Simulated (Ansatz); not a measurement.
```
CELL_PARAMETERS angstrom
     -2.08593     2.08593     2.08593
      2.08593    -2.08593     2.08593
      2.08593     2.08593    -2.08593
ATOMIC_POSITIONS crystal
  Na 0.00000 0.00000 0.00000
```

Q: List the harmonic phonon frequencies (cm⁻¹; finite displacements on a 6×6×6 mesh, PBEsol in Ansatz, a program for electronic structure, k mesh 12×12×12, methfessel-paxton smearing of 0.15 eV) at q = (0.000, 0.000, -0.500), (-0.500, -0.500, -0.500), (0.167, 0.167, -0.167), in fractions of this cell's reciprocal vectors. At Γ leave out the LO-TO shift.

A: 
- (0.000, 0.000, -0.500): 29, 88, 129
- (-0.500, -0.500, -0.500): 126, 126, 126
- (0.167, 0.167, -0.167): 63, 63, 64
